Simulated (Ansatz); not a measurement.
Consider the following.

```xyz
4
Lattice="3.4618 0.0000 0.0000 0.0000 3.4618 0.0000 0.0000 0.0000 17.4478" Properties=species:S:1:pos:R:3 pbc="T T T"
N      0.8654    -0.8654     7.6267
Y      2.5963     0.8654     7.5587
N      2.5963    -2.5963     9.8211
Y      4.3272    -0.8654     9.8892
```

No spin polarisation.

Method: r2SCAN/PAW in Ansatz (a quantum-chemistry and plane-wave program), scalar-relativistic without spin-orbit coupling. k-mesh 10×10×1 (Γ-centred); smearing 0.05 eV (Fermi–Dirac). The cell is a slab with vacuum along z.

Q: What gap character does the calculation give?

A: Direct at Γ.

Q: What is the computed band gap?

A: 1.05 eV.

Q: What valence-band top at Γ (three highest levels, from the VBM) does the calculation give?

A: 0.00, 0.00, -0.46 eV.

Stability against distortions was not tested. The cell was made from YN in the rock salt structure (space group Fm-3m, No. 225) by this change: a free-standing slab of 2 layers (4 atoms, 2 a layer) is cut normal to the z axis, with 15 Å of vacuum and the in-plane cell held at bulk.
